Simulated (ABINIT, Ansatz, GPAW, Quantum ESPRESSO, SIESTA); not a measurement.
## VH (Fm-3m, 2 atoms in the cell) computed with different codes at matched settings

Self-consistent single point.

```
VH
1.0
    0.00000     1.96375     1.96375
    1.96375     0.00000     1.96375
    1.96375     1.96375     0.00000
V H
1 1
Direct
  0.00000   0.00000   0.00000
  0.50000   0.50000   0.50000
```

All programs got the same cell, k-point mesh and kind of occupations (in Ansatz's words: kpoints.mp_grid.grid = 14 14 14; scf.occupations.method = gaussian; scf.occupations.width = 0.1 eV); potentials, basis and cutoffs are each program's usual ones.

```tsv
code	model	pressure (GPa)	k-points	cutoff
GPAW	PBEsol, GPAW PAW datasets PBEsol (made by gpaw-setup)	-2.84	104	850 eV
ABINIT	PBEsol, norm-conserving pseudopotentials (PseudoDojo nc-sr-04 PBEsol standard)	-4.37	104	42 Ha
Quantum ESPRESSO	PBEsol, SSSP 1.1.2 efficiency (PBE) pseudopotentials	-4.52	104	55 Ry
SIESTA	GGA PBEsol, numerical atomic orbitals TZP, PseudoDojo PBEsol standard norm-conserving potentials (rewritten from UPF to PSML)	-8.85	1484	grid 400 Ry
Ansatz	PBEsol, PAW files made with PBE	-4.64	104	default
```

The spread over the programs that give each value: pressure within 6.01 GPa.

The starting cell comes from a database of computed structures (which also holds hypothetical and non-ambient phases and stackings), without a prior relaxation at this level. On Ansatz's run: Spin polarisation is off. In the base run, with a pressure of about -4 GPa the cell is away from its equilibrium volume at this level.

Problem. Why do the programs differ, and what cannot be compared?

Solution. Differences of this kind can come from the potentials, where these differ, and from what each basis and cutoff leave unconverged. The zero of total energies and Fermi levels follows the potentials and each program's conventions, so they are not compared here. SIESTA uses small atom-centred bases, whose incompleteness enters pressures, forces and empty levels differently from a plane-wave cutoff. Ansatz's pressure is given at a fixed set of plane waves, as the other plane-wave codes print theirs; with its correction for the finite basis it is -4.34 GPa (the shift of 0.30 GPa shows how far the cutoff is from converged). The programs reduce the same mesh by symmetry to different extents, which changes the work and not the result. In the pressure, GPAW (by 1.61) and SIESTA (by 4.41) lie more than 1 GPa from the median of the plane-wave programs.

Left out of this page: Elk and FLEUR (not drawn, or without a comparable value).

Ansatz is a quantum-chemistry and plane-wave program.

Keys are those of Ansatz 0.2.
